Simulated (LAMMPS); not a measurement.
MD of Cu (fcc) at zero pressure, 256 atoms, as a liquid; each row is its own run.

All values are model results, not measurements: MD with a machine-learned potential, pair style snap, file Cu_Zuo_JPCA2020.quadratic.snap (LAMMPS).

```
T (K)  volume (Å³/atom)
-----  ----------------
950              13.313
1090             13.538
1220             13.723
1360             13.924
1490             14.156
1700             14.516
1900             14.896
2170             15.518
```

Task: Fit a straight line, y = a + b x, to these rows (x is the first column, y the second) and predict the run at x = 1770.

Result: Least squares gives a = 11.564 and b = 0.001774. At x = 1770 the fit predicts 14.703 Å³/atom. The run itself gave 14.66 ± 0.03 Å³/atom, so the fit is 0.29 % high.

Caution (rows 950; 1090; 1220): this liquid lies under the measured melting point of 1358 K, so it is undercooled or the potential melts low.

Caution: a run this short can hold a crystal over, or a liquid under, the potential's own melting point, which these runs don't give.

Caution (row 1900): enthalpy drifts during the constant-pressure average: a transition or slow ageing; fluctuation values are void.
